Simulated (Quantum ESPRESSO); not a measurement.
Worked example: self-consistent single point of CdSe (F-43m, 2 atoms in the cell) in Quantum ESPRESSO.

Method: PBE, SSSP 1.1.2 efficiency (PBE) pseudopotentials (plane waves; Quantum ESPRESSO).

The change in words: lattice scaled by 0.98. Reference geometry:
```xyz
2
Lattice="0.0000 3.0954 3.0954 3.0954 0.0000 3.0954 3.0954 3.0954 0.0000" Properties=species:S:1:pos:R:3 pbc="T T T"
Cd     0.0000     0.0000     0.0000
Se     4.6432     4.6432     4.6432
```

Reference input (self-consistent single point, DFT, PBE, plane waves, SSSP 1.1.2 efficiency (PBE) pseudopotentials): ecutwfc = 45 Ry; ecutrho = 360 Ry; occupations = fixed; potentials = {Cd: Cd.pbe-dn-rrkjus_psl.0.3.1.UPF, Se: Se_pbe_v1.uspp.F.UPF}; K_POINTS = automatic 6 6 6 0 0 0; nbnd = 11; conv_thr = 1e-10 Ry; mixing_beta = 0.7. This run's input differs from it in these lines:

```diff
@@ -25,8 +25,8 @@
 CELL_PARAMETERS angstrom
-   0.0000000000     3.0954460000     3.0954460000
-   3.0954460000     0.0000000000     3.0954460000
-   3.0954460000     3.0954460000     0.0000000000
+   0.0000000000     3.0335370000     3.0335370000
+   3.0335370000     0.0000000000     3.0335370000
+   3.0335370000     3.0335370000     0.0000000000
 ATOMIC_POSITIONS angstrom
 Cd    0.0000000000    0.0000000000    0.0000000000
-Se    4.6431690000    4.6431690000    4.6431690000
+Se    4.5503055000    4.5503055000    4.5503055000
 K_POINTS automatic
```

Output, abridged:

```
     Self-consistent Calculation

     iteration #  1     ecut=    45.00 Ry     beta= 0.70

     Threshold (ethr) on eigenvalues was too large:
     Diagonalizing with lowered threshold

     total energy              =    -165.91380901 Ry
     estimated scf accuracy    <       0.06142114 Ry

     iteration #  2     ecut=    45.00 Ry     beta= 0.70

     total energy              =    -165.93030311 Ry
     estimated scf accuracy    <       0.01342572 Ry

     iteration #  3     ecut=    45.00 Ry     beta= 0.70

     total energy              =    -165.93324601 Ry
     estimated scf accuracy    <       0.00109226 Ry

   [... 6 blocks of this kind left out ...]

     iteration # 10     ecut=    45.00 Ry     beta= 0.70

     total energy              =    -165.93356021 Ry
     estimated scf accuracy    <          3.4E-10 Ry

     iteration # 11     ecut=    45.00 Ry     beta= 0.70
     End of self-consistent calculation

     highest occupied, lowest unoccupied level (ev):     5.2397    5.8365

!    total energy              =    -165.93356021 Ry
     estimated scf accuracy    <          8.5E-12 Ry

     convergence has been achieved in  11 iterations

     Forces acting on atoms (cartesian axes, Ry/au):

     atom    1 type  1   force =     0.00000000    0.00000000    0.00000000
     atom    2 type  2   force =     0.00000000    0.00000000    0.00000000

     Total force =     0.000000     Total SCF correction =     0.000000

          total   stress  (Ry/bohr**3)                   (kbar)     P=       26.99
   0.00018348  -0.00000000  -0.00000000           26.99       -0.00       -0.00
  -0.00000000   0.00018348   0.00000000           -0.00       26.99        0.00
  -0.00000000   0.00000000   0.00018348           -0.00        0.00       26.99

   JOB DONE.
```

The run converged in 11 iterations. Against the reference run the free energy goes up by 18.3 meV/atom, the pressure goes from -0.47 to 2.70 GPa and the gap on the mesh goes from 0.474 to 0.597 eV.

The starting cell comes from a database of computed structures (which also holds hypothetical and non-ambient phases and stackings), without a prior relaxation at this level. Its lattice was rescaled by a random factor within 2.5 % of one. For this run, on top of that: lattice scaled by 0.98.
